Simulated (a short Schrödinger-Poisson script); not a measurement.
Structure: gated Al0.4Ga0.6N/GaN polarisation-induced gas, at 77 K.

| layer | material | thickness (nm) | Na (cm⁻³) |
|---|---|---|---|
| 1 | Al0.4Ga0.6N | 15 | - |
| 2 | GaN | 6000 | 7e14 |

The device is made up for the run: typed textbook-type constants, with dimensions and the other settings drawn at random. Al0.4Ga0.6N: permittivity 9.26, conduction-band edge (eV) 0.58, gap (eV) 4.258, electron mass (mₑ) 0.248, Nv at 300 K (cm⁻³) 4.6e19. GaN: permittivity 9.5, conduction-band edge (eV) 0, gap (eV) 3.43, Nv at 300 K (cm⁻³) 4.6e19.

Channel valleys (confinement mass, in-plane density-of-states mass, number): Γ 0.2, 0.2, 1. At the gate the conduction-band edge of layer 1 lies 1.36 eV − eVg above the Fermi level of the channel; the field vanishes at the back. Sheet of polarisation charge: +2e13 e/cm² at 15 nm from the gate. The barrier under the gate holds no holes. Gaps are held at their typed values at every temperature. Mesh 0.08 nm at interfaces.

Solved with a short Schrödinger-Poisson script written for these runs: 1D Poisson equation in equilibrium, electrons quantum, Hartree (BenDaniel-Duke, 40 states a valley, the channel's in-plane mass for all, wave functions free to enter the barrier), parabolic valleys, classical holes, full ionisation, no traps, pinning or gate leakage.

The same stack at other levels of the model or other numerical settings:

```tsv
run	sheet density of all electrons at Vg = 0.5 V (cm⁻²)	sheet density of all electrons at Vg = -3 V (cm⁻²)	capacitance at Vg = 0.5 V (μF/cm²)	centroid of the channel electrons at Vg = 0.5 V (nm)	rough cost against the base
base	1.72e13	6.02e12	0.520	1.64	about 1
electrons treated as classical, Boltzmann	1.86e13	6.75e12	0.543	0.21	0.02
electrons treated as classical, Fermi-Dirac	1.72e13	6.17e12	0.508	1.45	0.10
electrons treated as quantum, Hartree plus LDA exchange-correlation	1.73e13	6.14e12	0.521	1.51	2
mesh six times as coarse	1.71e13	6.01e12	0.520	1.58	0.3
one subband a valley	1.71e13	6.01e12	0.516	1.31	0.5
```

The classical rows ignore confinement, and Boltzmann statistics overrate the density once the band edge passes the Fermi level.
